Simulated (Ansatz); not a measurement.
**MgH2: isotropic strain −0.85 %**

Start from MgH2 in the rutile structure (space group P4_2/mnm, No. 136; a = 4.476 Å, c = 3.008 Å).

Modification: an isotropic linear strain of −0.85 %; the atoms relax in the strained cell.

Calculations: DFT with PBEsol, PAW potentials and a 420 eV plane-wave cutoff in Ansatz (a first-principles code), no SOC. Γ-centred 8×8×11 mesh, Fermi–Dirac width 0.05 eV.

```json
[
 {"quantity": "volume per atom", "base": "10.04 Å³", "changed": "9.79 Å³", "shift": "-0.25 Å³"},
 {"quantity": "space group", "base": "P4_2/mnm (No. 136)", "changed": "P4_2/mnm (No. 136)", "shift": "–"},
 {"quantity": "shortest interatomic distance", "base": "1.928 Å", "changed": "1.910 Å", "shift": "-0.018 Å"},
 {"quantity": "energy relative to the base (free energy F)", "base": "0 meV/atom", "changed": "+1.1 meV/atom", "shift": "+1.1 meV/atom"},
 {"quantity": "pressure (mean of the normal stresses, compression positive)", "base": "0.00 GPa", "changed": "1.40 GPa", "shift": "+1.405 GPa"},
 {"quantity": "band gap (an upper bound: an edge found on the path is not a true extremum; both cells)", "base": "3.48 eV", "changed": "3.52 eV", "shift": "+0.04 eV"}
]
```

No phonon test of stability was made.
